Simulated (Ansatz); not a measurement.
The parent structure is CaO in the rock salt structure (space group Fm-3m, No. 225).

```
CELL_PARAMETERS angstrom
      0.00000     2.41535     2.41535
      2.41535     0.00000     2.41535
      2.41535     2.41535     0.00000
ATOMIC_POSITIONS crystal
  O  0.00000 0.00000 0.00000
  Ca 0.50000 0.50000 0.50000
```

Method: PBE/PAW in Ansatz (a quantum-chemistry and plane-wave program), spin-orbit coupling left out.

Base values:

| Property | Value |
|---|---|
| Pressure | 0.01 GPa |
| Band gap | 3.66 eV |

Perturbation: the cell is scaled by 1.0026 in all directions, atoms relaxed at fixed cell.

Problem. What does the calculation give for the pressure and band gap after the change?

Solution. The pressure falls by 0.81 GPa (0.01 GPa → -0.80 GPa); the band gap remains 3.66 eV.

The cells carry an imposed strain or load. Stability against distortions was not tested.
